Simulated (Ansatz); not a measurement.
Bi under a change: biaxial strain −4.80 %, plane normal [001], relaxed out of plane

Start from Bi (space group R-3m, No. 166; a = 4.473 Å, c = 11.266 Å (hexagonal axes); relaxed with 0.1 eV smearing). Axes: x lies along a and z along c of the hexagonal cell.

The change: compressive biaxial strain of 4.80 % in the plane normal to [001], as in epitaxy on a mismatched substrate; the out-of-plane cell vector and the atoms relax.

The values are results of plane-wave PAW DFT at the PBEsol-D3(BJ) level (Ansatz, a program for electronic structure, 420 eV), without spin-orbit coupling, earlier PAW set, not measurements. k-mesh 16×16×16 (Γ-centred); smearing 0.1 eV (Fermi–Dirac).

| quantity | base | changed | shift |
|---|---|---|---|
| volume per atom | 32.53 Å³ | 31.51 Å³ | -1.02 Å³ |
| space group | R-3m (No. 166) | R-3m (No. 166) | – |
| shortest interatomic distance | 3.068 Å | 3.075 Å | +0.0076 Å |
| energy relative to the base (free energy F) | 0 meV/atom | +21 meV/atom | +21 meV/atom |
| pressure (mean of the normal stresses, compression positive) | 0.0 GPa | 1.1 GPa | +1.1 GPa |
| band gap | zero | zero | – |
| out-of-plane strain | – | +6.87 % | – |
| ratio −ε⊥/ε∥ | – | 1.43 | – |

Final structure (turned so that z lies along the plane normal):

```
Bi
1.0
    4.25834     0.00000     0.00000
    2.12917     3.68783     0.00000
    2.12917    -1.22928     4.01307
Bi
2
Direct
  0.51320   0.24340   0.73021
  0.48680   0.75660   0.26979
```

With Bi present, leaving out spin-orbit coupling can change the band edges. Stability against distortions was not tested.
